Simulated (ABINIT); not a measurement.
# Pressure against volume in CsCl-type RuAl (space group 221) (ABINIT, PBEsol)

```yaml
crystal:
  lattice:
    - [2.90319, 0.00000, 0.00000]
    - [0.00000, 2.90319, 0.00000]
    - [0.00000, 0.00000, 2.90319]
  atoms:
    - { symbol: Al, position: [0.50000, 0.50000, 0.50000] }
    - { symbol: Ru, position: [0.00000, 0.00000, 0.00000] }
```

Method of the run: PBEsol, norm-conserving pseudopotentials (PseudoDojo nc-sr-04 PBEsol standard) (plane waves; ABINIT). Settings: pseudos = [Al.upf, Ru.upf]; ecut = 55 Ha; occopt = 3; tsmear = 0.05 eV; ngkpt = 20 20 20; nshiftk = 1; shiftk = 0 0 0; potentials = PseudoDojo nc-sr-04 PBEsol standard; nband = 15; kptopt = 1; nstep = 100; tolvrs = 1e-10. The cell above is the first row's. The rows scale it uniformly. In all rows fractional positions and the k mesh are held.

| V (Å^3/atom) | P (GPa) |
|---|---|
| 12.235 | ? |
| 12.501 | 13.22 |
| 12.767 | 7.66 |
| 13.033 | 2.67 |
| 13.299 | -1.81 |
| 13.565 | -5.82 |
| 13.831 | -9.43 |
| 14.097 | -12.66 |
| 14.363 | -15.55 |

Fit P of the 8 rows that show it with a cubic. With u = V - 13.4, the rows have u = -0.8990, -0.6330, -0.3670, -0.1010, 0.1650, 0.4310, 0.6970, 0.9630. Least squares gives P = -3.389 - 15.2967·u + 3.1622·u² - 0.4106·u³. Residuals (row less fit): 0.003, -0.005, -0.001, 0.001, 0.009, -0.003, -0.006, 0.004; standard error 0.007 (degrees of freedom: 4). The fitted pressure is zero at V0 = 13.19, where dP/dV = -16.69, so B0 = -V0·dP/dV = 220 GPa.

Predict the withheld P at V = 12.235 from the fit, and compare with the calculation.

u = -1.1650, so P = -3.389 - 15.2967 × (-1.1650) + 3.1622 × (-1.1650)² - 0.4106 × (-1.1650)³ = 19.373 GPa. The calculation gives 19.42 GPa, 0.047 GPa above the prediction (0.1 % of the range of P in the table). The row lies outside the fitted rows, so this is an extrapolation. From the scatter of the fitted rows alone, a prediction at this place has a standard error of 0.018 GPa, so the miss is 2.7 times that.

Carrying the step between the two nearest rows on in a straight line would have given 18.78, off by 0.64; series whose last step already gives the withheld value aren't shown. The scan was laid around a cell of about the measured size, scaled by a guess for this functional. The runs keep the symmetry of the cell, so they don't test it for distortions. Spin polarisation is off. Cutoffs and mesh are single choices, not tested for convergence of this quantity. Series with a scatter that would blur these digits, or in which a gap closes, are not shown.
